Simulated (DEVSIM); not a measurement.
Device: Schottky contact on n-type GaN, at 300 K.

Layer 1 from the left is GaN, thickness (μm) 0.360, Nd (cm⁻³) 8e16, τn (s) 4.5e-8, τp (s) 4.5e-8.

Left contact: Schottky, work function 5.15 eV, emission velocity 1.1e7 cm/s. Right contact: ohmic. Voltage is applied to the left contact. Recombination: SRH at mid-gap, radiative. Mobility is constant in doping.

This is a model device: material constants are rounded textbook-type values typed into the input, and sizes, dopings and lifetimes were drawn at random. Values at 300 K.

GaN: gap (eV) 3.43, affinity (eV) 4.1, permittivity 9.5, Nc (cm⁻³) 2.3e18, Nv (cm⁻³) 4.6e19, μn (cm²/Vs) 1200, μp (cm²/Vs) 100, B (cm³/s) 1e-11.

**Question.** Estimate by hand the built-in potential, the peak field at zero bias, the capacitance at -3 V, and compare with a numerical solution.

**Answer.** 
- Built-in potential: barrier φB = 1.050 eV; Vbi = φB − kT/q ln(N_band/N) = 0.963 V; numerical 0.963 V.
- Peak field at zero bias: depletion approximation: W = √(2εVbi/(qN)) = 0.112 μm with N = 8.00e16 cm⁻³; field = 2Vbi/W = 171000 V/cm; numerical 168000 V/cm (estimate above by 1.8 %).
- Capacitance at -3 V: C = √(qεN / 2(Vbi + |V|)) = 36.9 nF/cm²; numerical 37.0 nF/cm².

Simulated with DEVSIM: 1D drift-diffusion, Boltzmann statistics, complete ionisation; no tunnelling, impact ionisation, image-force lowering or self-heating. Metal contacts follow the ideal Schottky-Mott rule: no Fermi-level pinning, no interface dipoles.
